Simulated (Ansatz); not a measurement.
Amorphous cells of 8 compositions: the gap between the highest filled and lowest empty level at the zone centre, by PBE and by a single point of HSE06 on the same geometry (PBE, scalar-relativistic without spin-orbit coupling (plane waves to 420 eV, PAW; Ansatz, a program for electronic structure); exact exchange cut at the cells' faces). The networks come from melt-quench runs on the CHGNet potential at compositions and starting densities chosen by hand, with anions pushed apart in the CHGNet dynamics, and DFT then relaxed them. The cells are small and were quenched far faster than real films, so single cells scatter. Defect or tail levels can set these gaps. The rows are the first to finish with both values and no moments.

```
cell                        PBE gap x (eV)  HSE06 gap y (eV)
--------------------------  --------------  ----------------
A (Ga24O37Zn, 5.05 g/cm3)             1.35              3.03
B (Ga24O37Na2, 4.87 g/cm3)            1.51              3.20
C (Ga24O39Lu2, 5.38 g/cm3)            1.54          withheld
D (Ga24O39In2, 5.03 g/cm3)            1.59              3.26
E (Ga24O39W, 5.13 g/cm3)              1.68              3.40
F (Ga24O39La2, 5.16 g/cm3)            1.76              3.45
G (Ga24O39Sc2, 4.89 g/cm3)            1.90              3.58
H (Ga24O38Ti, 4.92 g/cm3)             2.04              3.78
```

Problem. Fit a straight line through the 7 full rows and predict the withheld value for C (Ga24O39Lu2, 5.38 g/cm3).

Solution. Means: x = 1.690, y = 3.386. Slope = Σ(Δx Δy) / Σ(Δx²) = 0.3501 / 0.3296 = 1.06; the r.m.s. residual is 0.019. Prediction: 3.386 + 1.06 × (1.54 − 1.690) = 3.23. The run gave 3.21, 0.02 below the line.
